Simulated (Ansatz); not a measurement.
**FeNi (R-3m, No. 166, 2 atoms in the cell; start mp-1224976; a measured phase of this formula has another space group)**

Level of theory: r²SCAN (PAW; Ansatz, an electronic-structure program).

Numerical settings: plane-wave cutoff 560 eV, 26×26×26 k mesh, Fermi–Dirac smearing 0.05 eV, spin-polarised start, scalar-relativistic PAW data made under PBE.

Cell (relaxed at this level):

```
FeNi
1.0
    1.25731     0.72591     4.09710
   -1.25731     0.72591     4.09710
    0.00000    -1.45181     4.09710
Fe Ni
1 1
Direct
  0.00000   0.00000   0.00000
  0.50000   0.50000   0.50000
```

```yaml
band_gap: zero (no gap)
bulk modulus B0: 185 GPa
```

Note: the magnetic order was assumed, not searched for or taken from measurement; the relaxation could not lower the start's symmetry, so the cell can be a saddle point above a distorted one; the bulk modulus is −V dP/dV from two relaxed cells at ±2 % in volume.

Static lattice: no zero-point or thermal effects.

A start named mp-… is a Materials Project structure, which need not be a measured phase.
